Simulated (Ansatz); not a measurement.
Functionals compared on NH3 on the 1x1 (110) surface of 3C silicon carbide (cut with top plane C + Si), one in a 2x2 cell, started at the site 'hollow Si', in Ansatz (plane waves, PAW). The structure was relaxed with PBE; the other rows are single points on it, each with its references at the same level. Cutoff 420 eV (500 eV for r2SCAN). HSE06 used the coarser mesh 3x2x1.

Host crystal: 3C silicon carbide, with a band gap (PBE, scalar-relativistic without spin-orbit coupling).

Slab: 52 atoms, 7.7 Å thick at the start under the adsorbate (thin: gaps and levels are the slab's own); k 3x3x1, smearing 0.01 eV, dipole-corrected; 24 atoms held, the rest relaxed; no symmetry held; no spin, no spin-orbit, no U, no dispersion correction. At the end it is bonded to Si. In PBE it is, or lies within 0.03 eV of, the lowest of the starts that converged. These notes are the PBE run's. Adsorption energies are against NH3(g). A negative adsorption energy means that the adsorbate is more stable on the surface than in its reference.

| functional | adsorption energy (eV) | rough cost of the single point |
|---|---|---|
| PBE | -1.90 | – |
| RPBE | -1.57 | roughly 2.2 core-minutes |
| r2SCAN | ? | roughly 4 core-minutes |
| HSE06 | -2.03 | roughly 50 core-minutes |

Q: What belongs in the gaps?

A: 
- r2SCAN, adsorption energy (eV): -2.11

Ansatz is an electronic-structure program.
